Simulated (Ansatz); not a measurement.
# SrZrO3 (I4/mcm, No. 140, 10 atoms in the cell; start mp-5076; a measured phase of this formula has another space group)

Calculation: PBEsol (Ansatz, a program for electronic structure, plane waves, PAW).

Numerical settings: plane-wave cutoff 520 eV, 8×8×8 k mesh, Fermi–Dirac smearing 0.01 eV, scalar-relativistic PAW data made under PBE.

Cell (relaxed at this level):

```
CELL_PARAMETERS angstrom
     -2.86812     2.86812     4.16177
      2.86812    -2.86812     4.16177
      2.86812     2.86812    -4.16177
ATOMIC_POSITIONS crystal
  Sr 0.75000 0.25000 0.50000
  Sr 0.25000 0.75000 0.50000
  Zr 0.00000 0.00000 0.00000
  Zr 0.50000 0.50000 0.00000
  O  0.18933 0.68933 0.87866
  O  0.81067 0.31067 0.12134
  O  0.68933 0.81067 0.50000
  O  0.31067 0.18933 0.50000
  O  0.25000 0.25000 0.00000
  O  0.75000 0.75000 0.00000
```

```json
{
  "band_gap": "3.71 eV",
  "smallest_direct_gap_on_the_k_points_sampled": "3.75 eV"
}
```

Spin–orbit coupling is not included.

Computed values are for the static lattice.

It cost roughly 29 core-seconds of CPU time.

A start named mp-… is a Materials Project structure, which need not be a measured phase.
